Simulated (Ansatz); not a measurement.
# Element substitutions in hypothetical zinc blende KCl

Take KCl in the zinc blende structure (space group F-43m, No. 216; a = 6.952 Å; a hypothetical phase, not in the database extracts checked) as the base.

Each row replaces one element on all its sites; cell and atoms are relaxed.

The values are results of PBEsol/PAW in Ansatz (a program for electronic structure), no SOC, not measurements.

```
case       gap character  band gap     density
-------  ---------------  --------  ----------
base     indirect, X → Γ   4.84 eV  1.47 g/cm³
Cl → Br  indirect, L → Γ   4.34 eV  2.02 g/cm³
K → Cs   indirect, X → Γ   4.48 eV  2.49 g/cm³
Cl → I       direct at Γ   3.97 eV  2.28 g/cm³
K → Li       direct at Γ       [?]         [?]
```

What belongs in the blanks?


- K → Li, band gap: 5.88 eV
- K → Li, density: 1.75 g/cm³

Spin-orbit coupling, missing from the scalar runs, can matter with I. Whether these cells are dynamically stable was not tested. As relaxed here, KBr, CsCl, KI and LiCl are hypothetical phases, not in the database extracts checked.
